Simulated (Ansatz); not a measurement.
Candidates (primitive cells; geometry: cell and atoms relaxed with PBEsol):
A. RbLuS2 (R-3m), a = b = c = 7.879 Å, α = β = γ = 28.90°
B. RbLaS₂ (R-3m), a = b = c = 7.9343 Å, α = β = γ = 31.20°
C. RbBr (Fm-3m), a = b = c = 4.839 Å, α = β = γ = 60.00°
D. Rb₂TiCl₆ (Fm-3m), a = 7.0028 Å, b = 7.0028 Å, c = 7.0028 Å, α = 60.00°, β = 60.00°, γ = 60.00°

**Question.** Order them by electron conductivity mass (highest first) at the level PBEsol, rigid bands run with Ansatz (a quantum-chemistry and plane-wave program).

**Answer.** D (3.2 mₑ), B (0.68 mₑ), A (0.49 mₑ), C (0.37 mₑ)

Masses are for dilute carriers at 300 K, harmonic means over directions unless an axis is named. Spin-orbit coupling is left out.

Formula and space group known from diffraction (Crystallography Open Database), not checked to be the room-temperature form: Rb2TiCl6 (Fm-3m), RbBr (Fm-3m), RbLaS2 (R-3m), RbLuS2 (R-3m). The missing spin-orbit coupling matters most for RbLuS2 (R-3m).
